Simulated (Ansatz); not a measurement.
The starting structures come from a database of crystals and need not be the phases stable at ambient conditions.

 Where the default PAW files enter, the runs use the earlier of Ansatz's two default sets.

Inside the gap of an insulator the Bloch states are evanescent, with a wavenumber k + iκ along the transport direction.

Here is the system:

```
O2Se
1.0
    5.15943     0.00000     0.00000
    0.00000     7.59332     0.00000
    0.00000     0.00000     4.54728
Se O
4 8
Direct
  0.50000   0.00021   0.74306
  0.50000   0.50021   0.25694
  0.00000   0.37523   0.88191
  0.00000   0.87523   0.11809
  0.00000   0.67402   0.25256
  0.00000   0.17402   0.74744
  0.74878   0.33799   0.15774
  0.25122   0.83799   0.84226
  0.25122   0.33799   0.15774
  0.74878   0.83799   0.84226
  0.50000   0.46435   0.61200
  0.50000   0.96435   0.38800
```

Space group of this cell: Pmc2_1. The cell was relaxed by PBE-D3(BJ); by r2SCAN its mean pressure is -3.7 GPa.

Transport runs along the normal of the first two printed cell vectors.

The gap is the functional's own, uncorrected, and κ follows it; spin-orbit coupling is left out. Mid-gap values are interpolated between the computed energies.

Question: Compute, with r2SCAN run with Ansatz (a program for electronic structure), the band gap and the smallest decay constant κ at mid-gap.

Answer: Gap 3.92 eV on a 6×4×8 mesh; κ = 0.499 1/Å, at (0.000, 0.500) of the in-plane reciprocal vectors. At the zone centre, at the nearest computed energy, the slowest state has κ = 0.51 1/Å.
